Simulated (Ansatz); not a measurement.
Results of r²SCAN in Ansatz (PAW) for SnO2 (model structure, started from the polar ZrO2 type, Pbcn, No. 60, 12 atoms in the cell).

Numerical settings: plane-wave cutoff 560 eV, 6×8×6 k mesh (along the axes of the cell as run), Fermi–Dirac smearing 0.01 eV, scalar-relativistic PAW data made under PBE.

Cell (relaxed with PBEsol):

```xyz
12
Lattice="5.7504 0.0000 0.0000 0.0000 4.7437 0.0000 0.0000 0.0000 5.2482" Properties=species:S:1:pos:R:3 pbc="T T T"
Sn     0.4804     1.1859     1.4975
Sn     5.2700     3.5578     4.1216
Sn     3.3556     3.5578     1.4975
Sn     2.3948     1.1859     4.1216
O      2.0445     0.0908     0.5934
O      3.7059     4.6530     3.2174
O      4.9197     4.6530     0.5934
O      0.8307     0.0908     3.2174
O      0.8307     2.2811    -0.2225
O      4.9197     2.4627     2.4016
O      3.7058     2.4627    -0.2225
O      2.0445     2.2811     2.4016
```

Question: Estimate the band gap that the calculation returns.

Answer: 
band gap: 2.00 eV

Note: the relaxation could raise the start's symmetry but not lower it, so the cell can be a saddle point; cell and atoms aren't relaxed at this level (largest force component 0.07 eV/Å, pressure -1.6 GPa).

Spin–orbit coupling is not included.

Cost on a shared machine: roughly 2.0 core-minutes.

A model structure was made by putting elements into a prototype or built by hand; it is no filed structure, need not be a known phase, and can be a saddle point held by its symmetry.

Ansatz is a program for electronic structure.
